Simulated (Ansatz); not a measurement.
W2C: response to strain

Consider W2C (space group P-31m, No. 162; a cell from a computed database, its experimental status unchecked).

```yaml
crystal:
  lattice:
    - [5.20056, 0.00000, 0.00000]
    - [-2.60028, 4.50381, 0.00000]
    - [0.00000, 0.00000, 4.73749]
  atoms:
    - { symbol: W, position: [0.66800, 0.66800, 0.24782] }
    - { symbol: W, position: [0.33200, 0.33200, 0.75218] }
    - { symbol: W, position: [0.33200, 0.00000, 0.24782] }
    - { symbol: W, position: [0.66800, 0.00000, 0.75218] }
    - { symbol: W, position: [0.00000, 0.33200, 0.24782] }
    - { symbol: W, position: [0.00000, 0.66800, 0.75218] }
    - { symbol: C, position: [0.00000, 0.00000, 0.00000] }
    - { symbol: C, position: [0.66667, 0.33333, 0.50000] }
    - { symbol: C, position: [0.33333, 0.66667, 0.50000] }
```

Cartesian axes are those of the cell as printed.

Strains are applied to the cell and any free atomic positions relax; under biaxial strain the out-of-plane vector relaxes too.

Method: PBEsol, PAW, 420 eV (Ansatz, a first-principles code; no SOC).

Notes on the quantities. energy relative to the base: free energy F; pressure: mean of the normal stresses, compression positive.

```csv
variant,energy relative to the base,pressure,shortest interatomic distance
base,0 meV/atom,0.0 GPa,2.088 Å
"biaxial strain +0.85 %, plane normal [001], relaxed out of plane",+2.7 meV/atom,-2.7 GPa,2.096 Å
uniaxial strain ε_yy = −0.64 %,+0.9 meV/atom,2.3 GPa,2.082 Å
tensor shear ε_xy = +3.65 %,+37 meV/atom,1.3 GPa,2.061 Å
tensor shear ε_xy = −1.34 %,+5.0 meV/atom,0.2 GPa,2.077 Å
```

Without a gap, meshes like the base's 10×10×10 leave anisotropic stresses uncertain by several tenths of a GPa, and small strain energies with them. Whether these cells are dynamically stable was not tested. The final runs are not spin-polarised.
